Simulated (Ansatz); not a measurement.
We consider BC7 (model structure, P-43m, No. 215, 8 atoms in the cell), described by LDA (Ansatz, a program for electronic structure, plane waves, PAW).

Numerical settings: plane-wave cutoff 520 eV, 16×16×16 k mesh, Fermi–Dirac smearing 0.05 eV, scalar-relativistic PAW data made under PBE.

Cell (relaxed at this level):

```cif
data_C7B
_chemical_formula_sum 'C7 B1'
_space_group_name_H-M_alt 'P 1'
_space_group_IT_number 1
_cell_length_a 3.57786
_cell_length_b 3.57786
_cell_length_c 3.57786
_cell_angle_alpha 90.000
_cell_angle_beta 90.000
_cell_angle_gamma 90.000
loop_
_space_group_symop_operation_xyz
  'x, y, z'
loop_
_atom_site_label
_atom_site_type_symbol
_atom_site_fract_x
_atom_site_fract_y
_atom_site_fract_z
_atom_site_occupancy
C1 C 0.50000 0.00000 0.00000 1
C2 C 0.75502 0.24498 0.24498 1
B1 B 0.50000 0.50000 0.50000 1
C3 C 0.75502 0.75502 0.75502 1
C4 C 0.00000 0.00000 0.50000 1
C5 C 0.24498 0.24498 0.75502 1
C6 C 0.00000 0.50000 0.00000 1
C7 C 0.24498 0.75502 0.24498 1
```

Q: Estimate the bulk modulus that the calculation returns.

A: 
* **bulk modulus**: 420 GPa

The run finds no gap.

Note: the bulk modulus is −V dP/dV from two relaxed cells at ±2 % in volume; the relaxation could raise the start's symmetry but not lower it, so the cell can be a saddle point.

Computed values are for the static lattice.

A model structure was made by putting elements into a prototype or built by hand; it is no filed structure, need not be a known phase, and can be a saddle point held by its symmetry.
